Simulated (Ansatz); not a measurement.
Worked example: relaxation of the atoms of Si2Mo (I4/mmm, 3 atoms in the cell) in Ansatz (a quantum-chemistry and plane-wave program).

Method: PBE, PAW files (plane waves; Ansatz).

```
CELL_PARAMETERS angstrom
     -1.57746     1.57746     3.84791
      1.57746    -1.57746     3.84791
      1.57746     1.57746    -3.84791
ATOMIC_POSITIONS crystal
  Si 0.66457 0.66457 0.00000
  Si 0.33543 0.33543 0.00000
  Mo 0.00000 0.00000 0.00000
```

Reference input (self-consistent single point, DFT, PBE, plane waves, PAW files): basis.ecutwfc = 420 eV; kpoints.mp_grid.grid = 10 10 10; hamiltonian.xc = pbe; hamiltonian.pseudopotentials = {kind: paw} (an earlier, softer set of the program's PAW files); scf.occupations.method = cold; scf.occupations.width = 0.2 eV. This run's input differs from it in these lines:

```diff
@@ -19,2 +19,3 @@
   occupations: { method: cold, width: 0.2 }
+relax: {}
 output:
```

The program printed (abridged):

```
   [... SCF lines of the steps left out ...]
relax step   1: F+E_penalty+E_count = -6229.05146931 eV  Δ(F+E_penalty+E_count) = +0.000e0 eV  max|allowed force component| = 1.955e-1 eV/Å  Δτ_max = 0.0000 Å  (6 SCF iters, dr2 threshold 2.50e-6 eV, accepted)
relax step   2: F+E_penalty+E_count = -6229.05306439 eV  Δ(F+E_penalty+E_count) = -1.595e-3 eV  max|allowed force component| = 4.880e-2 eV/Å  Δτ_max = 0.0065 Å  (4 SCF iters, dr2 threshold 2.39e-6 eV, accepted)
relax step   3: F+E_penalty+E_count = -6229.05317101 eV  Δ(F+E_penalty+E_count) = -1.066e-4 eV  max|allowed force component| = 2.131e-4 eV/Å  Δτ_max = 0.0022 Å  (4 SCF iters, dr2 threshold 1.49e-7 eV, accepted)
relax step   4: F+E_penalty+E_count = -6229.05317101 eV  Δ(F+E_penalty+E_count) = -3.529e-10 eV  max|allowed force component| = 2.102e-4 eV/Å  Δτ_max = 0.0000 Å  (2 SCF iters, accepted)
the relaxation is at rest under the 16 symmetry operations that the run kept from its start: a minimum is not shown …
Stability not checked (fill_not_monotonic)
Free energy (F): -6229.053171 eV
Internal energy: -6229.052963 eV  (E = F + TS)
E sigma→0 (E₀):  -6229.053102 eV
Entropy (-TS):   -0.000208 eV (-0.069 meV/atom)
Fermi energy:    16.853494 eV
--- Forces (eV/Å), atoms counted from 1 ---
  atom   1  Si     0.00000000     0.00000000     0.00021016
   [... lines left out ...]
  F+E_penalty+E_count = -6229.05317101 eV   max|allowed force component| = 2.102e-4 eV/Å
  atoms:
    - { symbol: Si, position: [0.6657018931669174, 0.6657018931669174, -5.0871168606266156e-36] }
    - { symbol: Si, position: [0.3342981068330823, 0.3342981068330823, -1.2717792151566542e-36] }
    - { symbol: Mo, position: [7.513704305180417e-20, 7.513704305180418e-20, 6.358896075783274e-36] }
```

The run converged. 

Summary of the result:
```
Property                                                Result
-----------------------------------------------  -------------
Free energy E − TS (on the zero of these files)  -6229.0532 eV
Fermi level (on the code's own zero)                  16.85 eV
Pressure                                             14.66 GPa
Relaxation steps                                             4
```

The starting cell comes from a database of computed structures (which also holds hypothetical and non-ambient phases and stackings), without a prior relaxation at this level. Its lattice was rescaled by a random factor within 2.5 % of one. Spin polarisation is off. The relaxation keeps the symmetry of its start, so its end need not be a minimum. Ansatz's pressure includes its estimate of the finite-basis (Pulay) stress.

Keys are those of Ansatz 0.2.
